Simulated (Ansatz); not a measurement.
CsCl-type TiCo was calculated with r²SCAN (PAW; Ansatz, an electronic-structure program).

Numerical settings: plane-wave cutoff 600 eV, 16×16×16 k mesh, Fermi–Dirac smearing 0.1 eV, finite displacements, force constants from a 4×4×4 q mesh, no spin polarisation, scalar-relativistic PAW data made under PBE.

Computed at the level's own relaxed cell.

```xyz
2
Lattice="2.9508 0.0000 0.0000 0.0000 2.9508 0.0000 0.0000 0.0000 2.9508" Properties=species:S:1:pos:R:3 pbc="T T T"
Ti     0.0000     0.0000     0.0000
Co     1.4754     1.4754     1.4754
```

Harmonic phonon frequencies (cm⁻¹; i marks an imaginary mode):

```json
[
 {"q point": "Γ", "frequencies": "0 0 0 228 228 228"},
 {"q point": "R", "frequencies": "(withheld)"}
]
```

Q: Fill in the missing entries.

A: 
- R, frequencies: 130 130 130 285 285 285

No imaginary mode appears at these points.
